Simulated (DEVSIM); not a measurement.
Device: illuminated Si p-on-n cell, one wavelength, at 250 K.

Layer 1 from the left is Si, thickness (μm) 0.160, Na (cm⁻³) 8.8e18, τn (s) 6e-6, τp (s) 3.1e-6, absorption coefficient (cm⁻¹) 2600. Layer 2 from the left is Si, thickness (μm) 24.0, Nd (cm⁻³) 2.1e15, τn (s) 0.00026, τp (s) 0.00026, absorption coefficient (cm⁻¹) 2600.

Left contact: ohmic, minority electron recombination velocity 70000 cm/s. Right contact: ohmic, minority hole recombination velocity 2000 cm/s. Voltage is applied to the left contact. Recombination: SRH at mid-gap, radiative, Auger. Light enters at the left, 2.5e16 photons cm⁻² s⁻¹, one pass, no reflection. Mobility is μmin + (μ − μmin)/(1 + (N/Nref)^α).

Constants are typed, rounded textbook-type inputs, not results; the design itself was drawn at random and stands for no fabricated device. Values at 300 K; Nc and Nv go as T^1.5, mobilities as T to minus their exponent, the gap by Varshni's rule with the affinity fixed.

Si: gap (eV) 1.124, affinity (eV) 4.05, permittivity 11.7, Nc (cm⁻³) 2.86e19, Nv (cm⁻³) 3.1e19, μn (cm²/Vs) 1417, μp (cm²/Vs) 470, μn,min 52, μp,min 45, Nref,n 9.7e16, Nref,p 2.2e17, αn 0.68, αp 0.72, T exponent of μn 2.3, T exponent of μp 2.2, B (cm³/s) 4.7e-15, Cn (cm⁶/s) 2.8e-31, Cp (cm⁶/s) 9.9e-32, Varshni α (eV/K) 0.000473, Varshni β (K) 636.

Model (solved in DEVSIM): 1D drift-diffusion, Boltzmann statistics, complete ionisation; no tunnelling, impact ionisation, image-force lowering or self-heating.

Dark forward current:

```tsv
|V| (V)	|J| (A/cm²)
0.05	2.875e-13
0.10	1.227e-12
0.15	4.825e-12
0.20	2.180e-11
0.25	1.288e-10
0.30	9.961e-10
0.35	9.076e-9
0.40	8.877e-8
0.45	8.912e-7
0.50	9.030e-6
0.55	9.177e-5
0.60	0.0009333
0.65	0.009463
0.70	0.09335
0.75	0.8148
0.80	5.625
0.85	30.06
0.90	132.6
0.95	523.8
1.00	1890
1.05	5738
```

Work out the local ideality factor n = ΔV / (kT/q · ln(J2/J1)) between the rows 0.10 and 0.15 V, 0.55 and 0.60 V, 1.00 and 1.05 V.

kT/q = 21.54 mV. From 0.10 to 0.15 V: ln(4.825e-12/1.227e-12) = 1.369, n = 1.70. From 0.55 to 0.60 V: ln(0.0009333/9.177e-5) = 2.319, n = 1.00, near the 1 of diffusion or emission over a barrier. From 1.00 to 1.05 V: ln(5738/1890) = 1.111, n = 2.09.

What current could the absorbed light give at most, and what share is collected?

Σ αd = 6.28, so qΦ(1 − exp(−Σ αd)) = 4.00 mA/cm². The simulated short-circuit current is 3.851 mA/cm², a share of 0.96.

Estimate the open-circuit voltage by superposition: the voltage at which the dark current equals that short-circuit current.

Interpolating ln J in the table gives 0.631 V. The simulation gives 0.630 V, the same within the digits that matter. Superposition holds where collection doesn't change with voltage.

Estimate the fill factor from FF0 = (v − ln(v + 0.72))/(v + 1), v = qVoc/(nkT), with n from the dark curve.

The rows about Voc, 0.60 and 0.65 V, give n = 1.00, so v = 29.2 and FF0 = 0.854. The simulation gives 0.853, the same within the digits that matter.
